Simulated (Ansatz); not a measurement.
Base system: WS₂ in the 2H-MoS2 type structure (space group P6_3/mmc, No. 194; a = 3.1700 Å, c = 12.4918 Å; layered, stacked along the Cartesian z axis).

Computed with Ansatz (a quantum-chemistry and plane-wave program), r2SCAN+rVV10, PAW, cutoff 500 eV, no SOC.

For the base:

| Item | Value |
|---|---|
| Hole mass | 0.74 mₑ along c, 0.62 mₑ across (at Γ) |
| Band gap | 1.13 eV |
| Pressure | 0.0 kbar |

Now apply this change: the cell is scaled by 0.9867 in all directions, atoms relaxed at fixed cell.

### Question
How does this affect the hole mass?

### Answer
The hole mass becomes 0.71 mₑ along c, 0.64 mₑ across (at Γ) (base: 0.74 mₑ along c, 0.62 mₑ across (at Γ)).

### Question
What does the calculation give for the band gap after the change?

### Answer
The band gap shrinks by 0.05 eV (1.13 eV → 1.08 eV).

### Question
Predict the new pressure.

### Answer
The pressure (mean of the normal stresses, compression positive) goes from zero to 34.7 kbar.

Spin-orbit coupling, missing from the scalar runs, can matter with W. The cells carry an imposed strain or load. Effective masses come from finite differences of ±0.01 Å⁻¹. Whether these cells are dynamically stable was not tested.
